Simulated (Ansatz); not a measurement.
**Response to strain in Si**

Consider Si in the diamond structure (space group Fd-3m, No. 227).

```
CELL_PARAMETERS angstrom
      0.00000     2.70105     2.70105
      2.70105     0.00000     2.70105
      2.70105     2.70105     0.00000
ATOMIC_POSITIONS crystal
  Si 0.00000 0.00000 0.00000
  Si 0.25000 0.25000 0.25000
```

Cartesian axes are those of the cell as printed.

Strains are applied to the cell and any free atomic positions relax; under biaxial strain the out-of-plane vector relaxes too.

Computed with LDA (Ansatz, a program for electronic structure), no spin-orbit coupling.

```json
[
 {"biaxial strain, plane normal [111], relaxed out of plane (%)": "-2.5", "out-of-plane strain (%)": "1.25"},
 {"biaxial strain, plane normal [111], relaxed out of plane (%)": "-2.08", "out-of-plane strain (%)": "1.03"},
 {"biaxial strain, plane normal [111], relaxed out of plane (%)": "-1.67", "out-of-plane strain (%)": "0.82"},
 {"biaxial strain, plane normal [111], relaxed out of plane (%)": "-1.25", "out-of-plane strain (%)": "0.60"},
 {"biaxial strain, plane normal [111], relaxed out of plane (%)": "-0.83", "out-of-plane strain (%)": "0.40"},
 {"biaxial strain, plane normal [111], relaxed out of plane (%)": "-0.42", "out-of-plane strain (%)": "?"},
 {"biaxial strain, plane normal [111], relaxed out of plane (%)": "0", "out-of-plane strain (%)": "0.00"}
]
```

Question: Fit ε⊥ = −νε + γε² (strains in %) to the rows shown and predict the withheld row.

Answer: Least squares on the printed values gives ν = 0.47 (the biaxial Poisson response) and γ = 0.013 (largest residual 0.01 %); this predicts 0.20 %, and the run gives 0.19 %, in agreement.

Whether these cells are dynamically stable was not tested.
